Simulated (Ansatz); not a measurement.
The starting structures come from a database of crystals and need not be the phases stable at ambient conditions.

Tunnelling through a barrier is set by its complex band structure: the current falls as exp(−2κd) with the smallest κ.

Data:

```xyz
18
Lattice="6.4472 0.0000 0.0000 0.0000 9.8594 0.0000 0.1117 4.9297 6.3178" Properties=species:S:1:pos:R:3 pbc="T T T"
Ca     0.1955     8.6077     1.5356
Ca     6.3634     6.1813     4.7822
Ca     3.1398    13.5374     4.7822
Ca     3.4192     1.2516     1.5356
Ca     4.9471    10.8511     6.3178
Ca     1.7235     8.8676     6.3178
Ga     3.8802     8.6620     3.7567
Ga     2.6787     6.1271     2.5611
Ga     5.9023     3.7323     2.5611
Ga     0.6566    11.0568     3.7567
P      3.3899     8.1625     1.4430
P      3.1690     6.6266     4.8748
P      6.3926    13.0922     4.8748
P      0.1663     1.6969     1.4430
P      6.1252     8.9936     4.3692
P      0.4337     5.7954     1.9485
P      3.6573     4.0639     1.9485
P      2.9016    10.7251     4.3692
```

Space group of this cell: C2/c. The cell is taken as given.

Transport runs along the normal of the first two printed cell vectors.

No gap correction and no spin-orbit coupling; mid-gap values are interpolated between computed energies.

### Question
Compute, with r2SCAN run with Ansatz (a program for electronic structure), the band gap and the smallest decay constant κ at mid-gap.

### Answer
Gap 1.31 eV on a 6×6×6 mesh; κ = 0.161 1/Å, at the zone centre.
